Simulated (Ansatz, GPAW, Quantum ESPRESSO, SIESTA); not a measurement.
# Code comparison for K3Cd (Fm-3m, 4 atoms in the cell)

Self-consistent single point.

```xyz
4
Lattice="0.0000 4.6103 4.6103 4.6103 0.0000 4.6103 4.6103 4.6103 0.0000" Properties=species:S:1:pos:R:3 pbc="T T T"
K      2.3052     2.3052     2.3052
K      6.9155     6.9155     6.9155
K      4.6103     4.6103     4.6103
Cd     0.0000     0.0000     0.0000
```

Shared settings, as Ansatz (a quantum-chemistry and plane-wave program) writes them: kpoints.mp_grid.grid = 6 6 6; scf.occupations.method = gaussian; scf.occupations.width = 0.05 eV. Potentials and cutoffs stand in the table.

```json
[
 {"code": "SIESTA", "model": "LDA PW92, numerical atomic orbitals DZP, PseudoDojo LDA standard norm-conserving potentials (rewritten from UPF to PSML)", "pressure (GPa)": "-0.41", "cutoff": "grid 300 Ry"},
 {"code": "Ansatz", "model": "LDA (PW92), PAW files made with PBE", "pressure (GPa)": "-0.75", "cutoff": "420 eV"},
 {"code": "Quantum ESPRESSO", "model": "LDA (PZ), GBRV 1.5 ultrasoft (LDA) pseudopotentials", "pressure (GPa)": "-1.46", "cutoff": "40 Ry"},
 {"code": "GPAW", "model": "LDA (Perdew-Wang 92), GPAW PAW datasets LDA (gpaw-data 1.0.1)", "pressure (GPa)": "-0.83", "cutoff": "550 eV"}
]
```

The spread over the programs that give each value: pressure within 1.05 GPa.

SIESTA uses small atom-centred bases, whose incompleteness enters pressures, forces and empty levels differently from a plane-wave cutoff. Ansatz's pressure is given at a fixed set of plane waves, as the other plane-wave codes print theirs. The same LDA comes in different parametrisations, which differ slightly.

On the base mesh (4 4 4) the same programs gave: Ansatz pressure -0.79 GPa; Quantum ESPRESSO pressure -1.49 GPa; GPAW pressure -0.86 GPa; SIESTA pressure -0.40 GPa.

The starting cell comes from a database of computed structures (which also holds hypothetical and non-ambient phases and stackings), without a prior relaxation at this level.

Left out of this page: CP2K (on another mesh); Elk and FLEUR (not drawn, or without a comparable value).

Keys are those of Ansatz 0.2.
